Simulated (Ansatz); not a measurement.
Checking a run of Ansatz (a quantum-chemistry and plane-wave program) on NiF4 (I4/mcm, 10 atoms in the cell). The aim is a self-consistent single point with DFT, PBEsol, plane waves, default PAW files made with PBE.

Cell that was meant: a = 6.3611 Å, b = 6.3611 Å, c = 6.3611 Å, α = 129.01°, β = 129.01°, γ = 75.00°.

Part of the input:

Ansatz 0.2 input:
```yaml
    - { symbol: F, position: [0.71628000, 0.54392000, 0.50000000] }
kpoints:
  mp_grid:
    grid: [1, 1, 1]
hamiltonian:
  xc: pbesol
  pseudopotentials:
```

The program printed (abridged):

```
WARN basis.ecutwfc = 420 eV, the default
WARN ansatz: RAYON_NUM_THREADS=1 ignored (pool sized by the plan → 1); use --threads N
   [... lines left out ...]
PAW frozen core: F, regenerated for the run's functional, and the local potential with it
Initial density: superposition of atomic densities (chi_scale 0.1, normalization cell, long waves kept (reshape's long-wave potential 0.47 eV rms))
Starting moments: Σ|m| = 4 μB on 2 of 10 sites
Initial wavefunctions: pseudopotential atomic-orbital guess
Eigensolver: davidson
Functional: x = pbesol(κ = 0.804, μ = 0.12345679012345678), c = pbesol(β = 0.046)
SCF iter   1: F=—  HF=-18017.556017 eV  |F-HF|=—  |Δ(HF+E_count)|=         —  Δρ=2.83e-1 (↑1.00e-1 ↓2.83e-1)  dr2=1.77e2  dr2_m=1.56e1  M=0.064 μB ∫|m|=0.226 μB  β_m=0.30  ethr=3.10e-3  ⟨swp⟩=6.0  Hψ=465  notcnv=0
Mixer restart at iter 1: flushing history
all-band conjugate gradients solve this SCF's bands
preconditioner: auto → Resta (q_TF=auto, 2.511 Å⁻¹)
   [... lines left out ...]
SCF iter  14: F=—  HF=-18001.759619 eV  |F-HF|=—  |Δ(HF+E_count)|=   3.73e-7  Δρ=6.32e-6 (↑1.75e-6 ↓6.32e-6)  dr2=9.56e-9  dr2_m=1.78e-8  M=4.000 μB ∫|m|=4.143 μB  β_m=0.85  ethr=3.79e-10  ⟨swp⟩=2.0  Hψ=208  notcnv=0  defer=8
SCF iter  15: F=-18001.759619 eV  HF=-18001.759619 eV  |F-HF|=1.71e-9  |Δ(HF+E_count)|=   1.23e-8  Δρ=1.27e-6 (↑2.81e-7 ↓1.27e-6)  dr2=1.98e-9  dr2_m=7.13e-10  M=4.000 μB ∫|m|=4.143 μB  ethr=1.04e-11  ⟨swp⟩=10.0  Hψ=485  notcnv=0
SCF 1 converged in 15 iterations: F = -18001.759619 eV  dr2 = 1.98e-9
no probe read this state for a lower one beside it …
Magnetization: 4.0000 μB (48.0000 up, 44.0000 down)
Absolute magnetization: 4.1463 μB (∫|ρ↑−ρ↓|, with the PAW one-centre terms)
Spin contamination: 0.0115 ħ² per cell (⟨S²⟩ above its minimum at these occupations)
   [... lines left out ...]
Free energy (F): -18001.759619 eV
Fermi energy:    -0.457309 eV
   [... lines left out ...]
  atom  10  F     -0.61268537     0.61268537     0.85273920
--- Stress (GPa, compression-positive) ---
       -4.265690      -0.000000       0.000000
       -0.000000      -4.265690       0.000000
       -0.000000       0.000000      -3.487783
  P = ⅓ Tr σ = -4.0064 GPa (-40.064 kbar)
  The stress holds the Pulay correction. Without it, at fixed plane waves, as pw.x and ABINIT print it: P = -4.6991 GPa
```

**Question.** Is this run sound? If not, what is wrong?

**Answer.** The run is not sound. The fault is a single k-point for a small metallic cell. One k-point cannot sample the Fermi surface of a small cell. To fix it, use a converged k-point mesh. The run converged in 15 iterations without an error; against the sound input the free energy goes up by 57.0 meV/atom, the pressure goes from -4.84 to -4.01 GPa, the largest force goes from 0.958 to 1.216 eV/Å and the size of the net moment stays at 0.40 μB/atom.

The sound input it was made from differs as follows (other fixes are possible):
```diff
-    grid: [1, 1, 1]
+    grid: [4, 4, 4]
```

With that input, the run converged in 14 iterations: free energy E − TS (on the zero of these files) -18002.3291 eV; Fermi level (on the code's own zero) -0.53 eV; pressure -4.84 GPa; largest force (vector length) 0.958 eV/Å; size of the cell's spin moment 4.00 μB (DFT, PBEsol, plane waves, default PAW files made with PBE).

On the sound input: the starting cell comes from a database of computed structures (which also holds hypothetical and non-ambient phases and stackings), without a prior relaxation at this level. The magnetic order is the one reached from the typed start; others were not searched systematically. With a pressure of about -5 GPa the cell is away from its equilibrium volume at this level. Ansatz's pressure includes its estimate of the finite-basis (Pulay) stress. Without the estimate this run gives -5.59 GPa.
